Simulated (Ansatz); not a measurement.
Input and output of a self-consistent single point for PbO₂ (P4_2/mnm, 6 atoms in the cell) (Ansatz, a program for electronic structure).

Method of the run: PBE (plane waves, PAW; Ansatz).

The change in words: lattice scaled by 0.98. Reference geometry:
```xyz
6
Lattice="4.8881 0.0000 0.0000 0.0000 4.8881 0.0000 0.0000 0.0000 3.3360" Properties=species:S:1:pos:R:3 pbc="T T T"
Pb     0.0000     0.0000     0.0000
Pb     2.4440     2.4440     1.6680
O      1.5027     1.5027     0.0000
O      3.3853     3.3853     0.0000
O      0.9413     3.9468     1.6680
O      3.9468     0.9413     1.6680
```

Reference input (self-consistent single point, DFT, PBE, plane waves, default PAW files): kpoints.mp_grid.grid = 6 6 8; hamiltonian.xc = pbe; hamiltonian.pseudopotentials = {kind: paw} (the program's default PAW files); scf.occupations.method = gaussian; scf.occupations.width = 0.136 eV. This run's input differs from it in these lines:

```diff
@@ -2,5 +2,5 @@
   lattice:
-    - [4.88806800, 0.00000000, 0.00000000]
-    - [0.00000000, 4.88806800, 0.00000000]
-    - [0.00000000, 0.00000000, 3.33604700]
+    - [4.79030700, 0.00000000, 0.00000000]
+    - [0.00000000, 4.79030700, 0.00000000]
+    - [0.00000000, 0.00000000, 3.26932600]
   atoms:
```

Output, abridged:

```
SCF iter   1: F=—  HF=-26076.325448 eV  |F-HF|=—  |Δ(HF+E_count)|=         —  Δρ=2.43e-3  dr2=2.32e-3  ethr=1.77e-3  ⟨swp⟩=7.3  Hψ=8110  notcnv=0  defer=2
all-band conjugate gradients solve this SCF's bands
preconditioner: auto → Resta (q_TF=auto, 2.567 Å⁻¹)
SCF iter   2: F=—  HF=-26076.324530 eV  |F-HF|=—  |Δ(HF+E_count)|=   9.18e-4  Δρ=1.25e-3  dr2=5.36e-4  ethr=4.46e-6  ⟨swp⟩=3.1  Hψ=3665  notcnv=0  defer=2
SCF iter   3: F=—  HF=-26076.324798 eV  |F-HF|=—  |Δ(HF+E_count)|=   2.69e-4  Δρ=4.57e-4  dr2=1.35e-4  ethr=1.03e-6  ⟨swp⟩=2.2  Hψ=2273  notcnv=0  defer=2
SCF iter   4: F=—  HF=-26076.324832 eV  |F-HF|=—  |Δ(HF+E_count)|=   3.41e-5  Δρ=1.02e-4  dr2=5.58e-6  ethr=2.60e-7  ⟨swp⟩=2.6  Hψ=2867  notcnv=0  defer=2
SCF iter   5: F=—  HF=-26076.324801 eV  |F-HF|=—  |Δ(HF+E_count)|=   3.18e-5  Δρ=2.31e-5  dr2=3.95e-7  ethr=1.07e-8  ⟨swp⟩=2.6  Hψ=2944  notcnv=0  defer=2
SCF iter   6: F=-26076.324801 eV  HF=-26076.324801 eV  |F-HF|=2.03e-9  |Δ(HF+E_count)|=   3.15e-7  Δρ=6.56e-6  dr2=2.76e-8  ethr=1.92e-10  ⟨swp⟩=11.1  Hψ=8985  notcnv=0
SCF 1 converged in 6 iterations: F = -26076.324801 eV  dr2 = 2.76e-8
Free energy (F): -26076.324801 eV
Internal energy: -26076.323483 eV  (E = F + TS)
E sigma→0 (E₀):  -26076.324142 eV
Entropy (-TS):   -0.001317 eV (-0.220 meV/atom)
Fermi energy:    9.956679 eV
--- Forces (eV/Å), atoms counted from 1 ---
  atom   1  Pb     0.00000000    -0.00000000     0.00000000
  atom   2  Pb     0.00000000     0.00000000     0.00000000
  atom   3  O     -0.29161256    -0.29161256     0.00000000
  atom   4  O      0.29161256     0.29161256     0.00000000
  atom   5  O      0.29161256    -0.29161256     0.00000000
  atom   6  O     -0.29161256     0.29161256     0.00000000
--- Stress (GPa, compression-positive) ---
       28.514167       0.000000       0.000000
        0.000000      28.514167       0.000000
        0.000000       0.000000      37.795961
  P = ⅓ Tr σ = 31.6081 GPa (316.081 kbar)
  The stress holds the Pulay correction. Without it, at fixed plane waves, as pw.x and ABINIT print it: P = 30.9937 GPa
```

The run converged in 6 iterations. Against the reference run the free energy rises by 117 meV/atom, the pressure goes from 17.18 to 31.61 GPa and the largest force goes from 0.212 to 0.412 eV/Å.

The starting cell comes from a database of computed structures (which also holds hypothetical and non-ambient phases and stackings), without a prior relaxation at this level. Its lattice was rescaled by a random factor within 2.5 % of one. For this run, on top of that: lattice scaled by 0.98. With a pressure of about 32 GPa the cell is away from its equilibrium volume at this level. Ansatz's pressure includes its estimate of the finite-basis (Pulay) stress. Without the estimate this run gives 30.99 GPa. The run gives no clean gap (levels at the Fermi energy touch, overlap or are partly filled at this smearing), which alone does not show that the compound is a metal.

Keys are those of Ansatz 0.2.
